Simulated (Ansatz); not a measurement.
```xyz
2
Lattice="0.0000 2.7157 2.7157 2.7157 0.0000 2.7157 2.7157 2.7157 0.0000" Properties=species:S:1:pos:R:3 pbc="T T T"
Si     0.0000     0.0000     0.0000
Si     1.3578     1.3578     1.3578
```

Calculation: PBE, finite-displacement electron-phonon coupling, linearised Boltzmann equation (plane waves, PAW, scalar-relativistic; Ansatz, a first-principles code). Condition of this run: hydrostatic pressure 2 GPa (the target of the relaxation). Geometry: relaxed with this functional, without spin-orbit coupling, then loaded as said.

Task: What phonon-limited electron drift mobility does this give at 300 K?

Result: 1420 cm²/(V·s).

Scattering by harmonic phonons alone: no impurities, screening or carrier-carrier scattering, bands fixed at 0 K. From a coarser fine mesh the values given move by up to 5 %. The mesh was bound by memory.
